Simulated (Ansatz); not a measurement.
Short convergence ladders for Au (P-1, 2 atoms in the cell)

```
Au
1.0
    2.82957     0.00000     0.00000
   -0.01302     2.83428     0.00000
   -1.14359    -1.19134     4.94864
Au
2
Cartesian
  0.09114   0.08192   3.64242
  1.58182   1.56102   1.35622
```

Base method: LDA (PW92), default PAW files made with PBE (plane waves; Ansatz, a quantum-chemistry and plane-wave program).

Base settings: basis.ecutwfc = 30.9 Ry; kpoints.mp_grid.grid = 8 8 5; hamiltonian.xc = lda; hamiltonian.pseudopotentials = {kind: paw} (the program's default PAW files); scf.occupations.method = gaussian; scf.occupations.width = 0.0073 Ry.

The count of work is k-points × plane waves × bands × iterations; it is no time. Core times come from one kind of shared machine, to one figure; runs under 30 s give none.

**The cutoff for other potential files**

Level: DFT, LDA (PW92), plane waves, harder PAW files (source: ansatz) made with PBE.

In this ladder: hamiltonian.pseudopotentials = {kind: paw, source: ansatz}.

The second cell is the first with its lattice scaled by 0.98.

The mesh stays at the base's, so the ladder's end is converged at best in this setting alone.

The first pressure column holds Ansatz's estimate of the finite-basis (Pulay) stress, which hides part of the cutoff error; the other is without it.

Only quantities that move along the ladder and can be compared are tabulated.

```tsv
basis.ecutwfc	free energy less the last step's (meV/atom)	energy of the compressed cell less the first (meV/atom)	pressure (GPa)	pressure without the Pulay estimate (GPa)	largest difference of a force vector from the last step's (eV/Å)	count of work / last
20.6 Ry	10756.94	-131.33	-19.89	-397.81	0.718	0.11
25 Ry	2554.52	-101.40	-14.93	-131.87	0.223	0.14
31.6 Ry	225.74	-76.66	-13.52	-28.64	0.019	0.20
38.6 Ry	10.24	-76.09	-13.38	-14.44	0.001	0.28
45.2 Ry	0.46	-75.99	-13.36	-13.39	0.000	0.35
54.4 Ry	0.29	-75.99	-13.36	-13.37	0.000	0.46
68 Ry	0.19	-76.00	-13.36	-13.37	0.000	0.64
90.8 Ry	0.00	-76.00	-13.36	-13.37	0.000	1.0
```

Coarsest basis.ecutwfc that holds the energy of the compressed cell less the first within 0.5 meV/atom of the last step, with all finer ones: 38.6 Ry, at 0.28 of the last step's count of work; the step before is off by 0.66 meV/atom.

Coarsest basis.ecutwfc that holds the forces within 0.01 eV/Å of the last step, with all finer ones: 38.6 Ry, at 0.28 of the last step's count of work; the step before is off by 0.019 eV/Å.

Coarsest basis.ecutwfc that holds the pressure within 0.5 GPa of the last step, with all finer ones: 31.6 Ry, at 0.20 of the last step's count of work; the step before is off by 1.6 GPa.

The energy difference between the two cells stays within 1 meV/atom of the last step's from 31.6 Ry on, the total only from 45.2 Ry on: much of the error is common to both cells and cancels.

At the lowest cutoff the pressure without the Pulay estimate lies 384 GPa under the last step's, the usual sign of Pulay stress in an incomplete plane-wave basis.

**The density cutoff**

The mesh stays at the base's, so the ladder's end is converged at best in this setting alone.

Only quantities that move along the ladder and can be compared are tabulated.

| basis.ecutrho_ratio | free energy less the last step's (meV/atom) |
|---|---|
| 2 | -1.42 |
| 3 | -0.35 |
| 4 | -0.11 |
| 5 | -0.04 |
| 6 | -0.02 |
| 8 | -0.01 |
| 10 | 0.00 |
| 12 | 0.00 |
| 16 | 0.00 |

Coarsest basis.ecutrho_ratio that holds the free energy within 1 meV/atom of the last step, with all finer ones: 3; the step before is off by 1.4 meV/atom.

**The relaxed cell against the cutoff**

On Au (P-1, 2 atoms in the cell): atoms on their sites.

In this ladder: relax = cell and atoms.

The mesh stays at the base's, so the ladder's end is converged at best in this setting alone.

Only quantities that move along the ladder and can be compared are tabulated.

```csv
basis.ecutwfc,relaxed volume (Å³/atom),relaxation steps,core time / last (rough)
21.7 Ry,16.619,105,1
26.1 Ry,16.657,22,0.3
30.9 Ry,16.623,17,0.3
37.1 Ry,16.625,15,0.3
46.3 Ry,16.625,15,0.5
61.7 Ry,16.625,15,1
```

Coarsest basis.ecutwfc that holds the relaxed volume within 0.017 Å³/atom of the last step, with all finer ones: 30.9 Ry, at about 0.3 of the last step's time; the step before is off by 0.032 Å³/atom.

On the base run: the starting cell comes from a database of computed structures (which also holds hypothetical and non-ambient phases and stackings), without a prior relaxation at this level. Its lattice was rescaled by up to half a per cent. One atom was moved a little off its site on purpose.

Left out of this page: 1 run of the series failed or unconverged; 1 run of the series stopped by limits of time or memory.

Keys are those of Ansatz 0.2.
